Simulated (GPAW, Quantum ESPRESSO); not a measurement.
A Quantum ESPRESSO input for a self-consistent single point of NiO (Fm-3m, 4 atoms in the cell) (DFT, PBE, plane waves, PSlibrary PAW (PBE) pseudopotentials):

```fortran
&control
   calculation = 'scf'
   prefix = 'nio'
   outdir = './tmp/'
   pseudo_dir = './'
   tprnfor = .true.
   tstress = .true.
/
&system
   ibrav = 0
   nat = 4
   ntyp = 3
   ecutwfc = 55
   ecutrho = 330
   occupations = 'smearing'
   smearing = 'fermi-dirac'
   degauss = 0.00147
   nspin = 2
   starting_magnetization(1) = 0.200
   starting_magnetization(2) = -0.200
/
&electrons
   conv_thr = 1.0d-10
   mixing_beta = 0.4
/
ATOMIC_SPECIES
Ni1   58.6934  Ni.pbe-n-kjpaw_psl.1.0.0.UPF
Ni2   58.6934  Ni.pbe-n-kjpaw_psl.1.0.0.UPF
O     15.9990  O.pbe-n-kjpaw_psl.0.1.UPF
ATOMIC_POSITIONS angstrom
Ni1   0.000000000    0.000000000    0.000000000
Ni2   4.269452000    4.269452000    4.269452000
O     2.134726000    2.134726000    2.134726000
O     6.404178000    6.404178000    6.404178000
K_POINTS automatic
9 9 9  0 0 0
CELL_PARAMETERS angstrom
   4.269452000     2.134726000     2.134726000
   2.134726000     4.269452000     2.134726000
   2.134726000     2.134726000     4.269452000
```

Question: Translate this input to GPAW.

Answer: This is the input that was run; spellings and numerical settings could be chosen otherwise.

```python
from ase import Atoms
from ase.units import GPa
from gpaw import GPAW, PW, FermiDirac

atoms = Atoms(['Ni', 'Ni', 'O', 'O'],
              cell=[[4.269452, 2.134726, 2.134726],
                    [2.134726, 4.269452, 2.134726],
                    [2.134726, 2.134726, 4.269452]],
              scaled_positions=[[0.000000, 0.000000, 0.000000],
                                [0.500000, 0.500000, 0.500000],
                                [0.250000, 0.250000, 0.250000],
                                [0.750000, 0.750000, 0.750000]],
              pbc=True)

atoms.set_initial_magnetic_moments([2.0, -2.0, 0.0, 0.0])

calc = GPAW(spinpol=True,
            mode=PW(900),
            xc='PBE',
            kpts=(9, 9, 9),
            occupations=FermiDirac(0.02),
            nbands=-6,
            convergence={'bands': -4},
            symmetry={'symmorphic': False, 'tolerance': 0.0005},
            maxiter=120)

atoms.calc = calc

energy = atoms.get_potential_energy()
print('Energy (eV):', round(energy, 6))
forces = atoms.get_forces()
print('Forces (eV/Ang):')
print(forces.round(5))
stress = atoms.get_stress()
print('Stress (GPa, Voigt):', (stress / GPa).round(4))
```

Basis settings and potentials, where a program has them, do not carry over. This input uses DFT PBE, plane waves, GPAW PAW datasets PBE (gpaw-data 1.0.1). Both were run: gap on the mesh 0.943 eV in Quantum ESPRESSO and 0.943 in GPAW; size of the net moment 0.00 μB/atom in Quantum ESPRESSO and 0.00 in GPAW.

On Quantum ESPRESSO: the starting cell has typed, rounded lattice constants, without a prior relaxation at this level. Its lattice was rescaled by a random factor within 2.5 % of one. The magnetic order is the one reached from the typed start; others were not searched systematically. With a pressure of about -9 GPa the cell is away from its equilibrium volume at this level.

On GPAW: the starting cell has typed, rounded lattice constants, without a prior relaxation at this level. Its lattice was rescaled by a random factor within 2.5 % of one. The magnetic order is the one reached from the typed start; others were not searched systematically.
